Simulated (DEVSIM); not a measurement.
Device: illuminated Si n-on-p cell, one wavelength, at 300 K.

| layer (left to right) | material | thickness (μm) | Nd (cm⁻³) | Na (cm⁻³) | τn (s) | τp (s) | absorption coefficient (cm⁻¹) |
|---|---|---|---|---|---|---|---|
| 1 | Si | 0.210 | 6.3e17 | - | 7e-8 | 2.1e-7 | 2300 |
| 2 | Si | 180 | - | 2.3e15 | 2.4e-6 | 2.4e-6 | 2300 |

Left contact: ohmic, minority hole recombination velocity 100 cm/s. Right contact: ohmic, minority electron recombination velocity 2e5 cm/s. Voltage is applied to the left contact. Recombination: SRH at mid-gap, radiative. Gap narrowing is on: ΔEg = 6.92 meV × (l + √(l² + 0.5)), l = ln(N/1.3e17 cm⁻³), shared equally by both band edges. Light enters at the left, 2.8e18 photons cm⁻² s⁻¹, one pass, no reflection. Mobility is constant in doping.

The device is made up for the run: typed textbook-type constants, with dimensions and the other settings drawn at random. Values at 300 K.

| parameter | Si |
|---|---|
| gap (eV) | 1.124 |
| affinity (eV) | 4.05 |
| permittivity | 11.7 |
| Nc (cm⁻³) | 2.86e19 |
| Nv (cm⁻³) | 3.1e19 |
| μn (cm²/Vs) | 1417 |
| μp (cm²/Vs) | 470 |
| B (cm³/s) | 4.7e-15 |

Simulated with DEVSIM: 1D drift-diffusion, Boltzmann statistics, complete ionisation; no tunnelling, impact ionisation, image-force lowering or self-heating.

Problem. Tabulate band edges, carrier densities and field at zero bias, in the dark.

Solution. Energies count from the Fermi level of the right contact; mesh points crowd at the junctions.

| x (μm) | Ec (eV) | Ev (eV) | n (cm⁻³) | p (cm⁻³) | field (V/cm) |
|---|---|---|---|---|---|
| 0.000 | 0.099 | -1.002 | 6.3e17 | 450 | ≈ 0 |
| 0.03115 | 0.099 | -1.002 | 6.3e17 | 450 | ≈ 0 |
| 0.08926 | 0.099 | -1.002 | 6.3e17 | 450 | ≈ 0 |
| 0.1637 | 0.099 | -1.002 | 6.3e17 | 450 | ≈ 0 |
| 0.2100 | 0.137 | -0.987 | 1.4e17 | 820 | 41000 |
| 0.2426 | 0.225 | -0.899 | 4.8e15 | 25000 | 22000 |
| 0.3248 | 0.388 | -0.736 | 8.8e12 | 1.3e7 | 18000 |
| 0.6394 | 0.783 | -0.340 | 2000000 | 6.0e13 | 7000 |
| 1.299 | 0.878 | -0.246 | 52000 | 2.3e15 | ≈ 0 |
| 2.808 | 0.878 | -0.246 | 51000 | 2.3e15 | ≈ 0 |
| 6.620 | 0.878 | -0.246 | 51000 | 2.3e15 | ≈ 0 |
| 21.20 | 0.878 | -0.246 | 51000 | 2.3e15 | ≈ 0 |
| 49.70 | 0.878 | -0.246 | 51000 | 2.3e15 | ≈ 0 |
| 112.6 | 0.878 | -0.246 | 51000 | 2.3e15 | ≈ 0 |
| 159.5 | 0.878 | -0.246 | 51000 | 2.3e15 | ≈ 0 |
| 171.8 | 0.878 | -0.246 | 51000 | 2.3e15 | ≈ 0 |
| 176.7 | 0.878 | -0.246 | 51000 | 2.3e15 | ≈ 0 |
| 178.8 | 0.878 | -0.246 | 51000 | 2.3e15 | ≈ 0 |
| 179.8 | 0.878 | -0.246 | 51000 | 2.3e15 | ≈ 0 |
| 180.0 | 0.878 | -0.246 | 51000 | 2.3e15 | ≈ 0 |
| 180.2 | 0.878 | -0.246 | 51000 | 2.3e15 | ≈ 0 |
| 180.2 | 0.878 | -0.246 | 51000 | 2.3e15 | ≈ 0 |
